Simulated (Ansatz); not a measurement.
Take TiTe2 in the CdI2 type structure (space group P-3m1, No. 164; a = 3.697 Å, c = 6.385 Å; layered, stacked along the Cartesian z axis) as the base.

(Cell as relaxed with PBE-D3(BJ).)

Levels (all Ansatz, a quantum-chemistry and plane-wave program, PAW, earlier PAW set): PBE-D3(BJ) (420 eV, no SOC); r2SCAN+rVV10 (500 eV, no SOC).

Each level relaxes its own structure.

```csv
quantity,PBE-D3(BJ),r2SCAN+rVV10
volume per atom,25.20 Å³,(withheld)
lattice parameter a,3.697 Å,(withheld)
lattice parameter c,6.385 Å,(withheld)
band gap,zero,(withheld)
```

Q: What does r2SCAN+rVV10 give?

A: 
- volume per atom, r2SCAN+rVV10: 27.30 Å³
- lattice parameter a, r2SCAN+rVV10: 3.784 Å
- lattice parameter c, r2SCAN+rVV10: 6.603 Å
- band gap, r2SCAN+rVV10: zero

PBE-D3(BJ)'s volume per atom lies 2.10 Å³ below r2SCAN+rVV10's (7.7 %); PBE-D3(BJ)'s lattice parameter a lies 0.087 Å below r2SCAN+rVV10's (2.3 %); PBE-D3(BJ)'s lattice parameter c lies 0.218 Å below r2SCAN+rVV10's (3.3 %); the two agree on the band gap. Neither level is exact; r2SCAN+rVV10 is the comparison here, not a measurement.

Stability against distortions was not tested. The final runs are not spin-polarised.
